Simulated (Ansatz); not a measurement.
Base system: AlRu in the CsCl type structure (space group Pm-3m, No. 221; a = 2.955 Å; relaxed with 0.1 eV smearing). Axes: x, y, z lie along the cube axes.

Level of theory: Kohn–Sham DFT with the LDA functional, run in Ansatz (a first-principles code) with PAW and 420 eV plane waves, scalar-relativistic without spin-orbit coupling.

Before the change:

The pressure is 0.0 GPa and the shortest interatomic distance is 2.559 Å.

It is then changed as follows: uniaxial strain ε_zz = +2.50 %, all other strain components held at zero, atoms relaxed at fixed cell.

Q: Estimate the effect on the pressure.

A: The pressure (mean of the normal stresses, compression positive) goes from zero to -5.3 GPa.

Q: Predict the new shortest interatomic distance.

A: The shortest interatomic distance rises by 0.021 Å to 2.580 Å.

Q: Predict the new energy relative to the base.

A: The energy goes up by 8.4 meV/atom.

Whether these cells are dynamically stable was not tested. The final runs are not spin-polarised.
